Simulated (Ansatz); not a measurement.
Levels about the gap of amorphous titania (Ti24O48) (72 atoms in a cell of 951 Å³, 3.35 g/cm³; zone centre alone, so wide bands show as single levels with stretches between that a denser mesh fills), at the geometry that PBE relaxed, where it gives 0.6 GPa on a denser mesh. The participation number counts the atoms over which a state spreads; weights are charges in smoothed Voronoi cells. The levels come from a single point, so bond lengths are those of that geometry. Method of the levels: r2SCAN, scalar-relativistic without spin-orbit coupling (Ansatz, an electronic-structure program). Sampling: the zone centre alone; Fermi-Dirac width 0.02 eV; no spin polarisation.

Preparation: random packing, a CHGNet melt and quench, and a DFT relaxation. O atoms were pushed apart under 1.9 Å during the dynamics, to hinder bonds among them. The hot cell started wider than the set density and was brought back towards it in steps. It is the lowest in DFT energy of 2 quenches. It is a model cell: composition and starting density were chosen by hand, and all elements were melted together. No dispersion term was used. A short ab initio anneal came between quench and relaxation. Its density started from a set value of 3.35 and ended at 3.35 g/cm³. The simulated quench (nominally 240 K/ps over its main leg) is rapid and tends to freeze in more defects than a deposited or slowly cooled glass has. Values belong to this one cell and scatter from quench to quench. The volume was held where the preparation left it, at a PBE pressure of 0.6 GPa. Stress components on the final sampling reach 0.8 GPa.

```json
[
 {"E - E(highest filled), eV": "-0.26", "filling": "filled", "participation number": "19.4", "largest on": "O, 2 neighbours", "weight O": "0.92", "weight Ti": "0.08"},
 {"E - E(highest filled), eV": "-0.24", "filling": "filled", "participation number": "28.4", "largest on": "O, 3 neighbours", "weight O": "0.93", "weight Ti": "0.07"},
 {"E - E(highest filled), eV": "-0.23", "filling": "filled", "participation number": "22.5", "largest on": "O, 3 neighbours", "weight O": "0.93", "weight Ti": "0.07"},
 {"E - E(highest filled), eV": "-0.21", "filling": "filled", "participation number": "16.9", "largest on": "O, 2 neighbours", "weight O": "0.93", "weight Ti": "0.07"},
 {"E - E(highest filled), eV": "-0.09", "filling": "filled", "participation number": "21.6", "largest on": "O, 2 neighbours", "weight O": "0.93", "weight Ti": "0.07"},
 {"E - E(highest filled), eV": "-0.04", "filling": "filled", "participation number": "12.5", "largest on": "O, 3 neighbours", "weight O": "0.94", "weight Ti": "0.06"},
 {"E - E(highest filled), eV": "0.00", "filling": "filled", "participation number": "29.3", "largest on": "O, 2 neighbours", "weight O": "0.95", "weight Ti": "0.05"},
 {"E - E(highest filled), eV": "3.09", "filling": "empty", "participation number": "12.8", "largest on": "Ti, 6 neighbours", "weight O": "0.18", "weight Ti": "0.82"},
 {"E - E(highest filled), eV": "3.14", "filling": "empty", "participation number": "6.6", "largest on": "Ti, 6 neighbours", "weight O": "0.18", "weight Ti": "0.82"},
 {"E - E(highest filled), eV": "3.19", "filling": "empty", "participation number": "17.6", "largest on": "Ti, 6 neighbours", "weight O": "0.19", "weight Ti": "0.81"},
 {"E - E(highest filled), eV": "3.26", "filling": "empty", "participation number": "22.5", "largest on": "Ti, 5 neighbours", "weight O": "0.17", "weight Ti": "0.83"},
 {"E - E(highest filled), eV": "3.29", "filling": "empty", "participation number": "8.7", "largest on": "Ti, 6 neighbours", "weight O": "0.18", "weight Ti": "0.82"},
 {"E - E(highest filled), eV": "3.35", "filling": "empty", "participation number": "21.5", "largest on": "Ti, 6 neighbours", "weight O": "0.18", "weight Ti": "0.82"},
 {"E - E(highest filled), eV": "3.38", "filling": "empty", "participation number": "21.7", "largest on": "Ti, 5 neighbours", "weight O": "0.17", "weight Ti": "0.83"}
]
```

Most localised among these is the empty level at +3.14 eV, on a Ti atom, which has 6 neighbours (O 1.86 Å, O 1.93 Å, O 1.95 Å, O 2.15 Å, O 2.16 Å, O 2.23 Å).
